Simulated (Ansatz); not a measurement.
# CdSe, pressure series

Base system: CdSe in the zinc blende structure (space group F-43m, No. 216; a = 6.1963 Å).

Cell and atoms are relaxed at each pressure.

All numbers come from PBE (Ansatz, an electronic-structure program, PAW, no spin-orbit coupling).

Notes on the quantities. enthalpy: H = E + PV relative to the base's energy.

```csv
change,electron mass,lattice parameter a,enthalpy
base,0.052 mₑ (at Γ),6.196 Å,–
pressure −2 GPa,0.044 mₑ (at Γ),6.301 Å,-0.38 eV/atom
pressure −1 GPa,0.048 mₑ (at Γ),6.246 Å,-0.19 eV/atom
pressure 0.9 GPa,0.055 mₑ (at Γ),6.157 Å,+0.17 eV/atom
pressure 2.1 GPa,0.059 mₑ (at Γ),6.109 Å,+0.38 eV/atom
pressure 4.5 GPa,0.064 mₑ (at Γ),6.027 Å,+0.80 eV/atom
pressure 9 GPa,0.072 mₑ (at Γ),5.906 Å,+1.54 eV/atom
pressure 15 GPa,0.080 mₑ (at Γ),5.783 Å,+2.48 eV/atom
pressure 22.5 GPa,0.086 mₑ (at Γ),5.666 Å,+3.57 eV/atom
pressure 30 GPa,0.091 mₑ (at Γ),5.572 Å,+4.61 eV/atom
```

The levels and masses belong to the bands next to the band gap. Load acts through the strain it causes; cell and atoms are relaxed under it. Effective masses come from finite differences of ±0.01 Å⁻¹. No phonon test of stability was made. Tetrahedral semiconductors of this kind turn to denser phases somewhere between about 1 and 50 GPa; those were not computed, so compressed cells here can lie past the real transition.
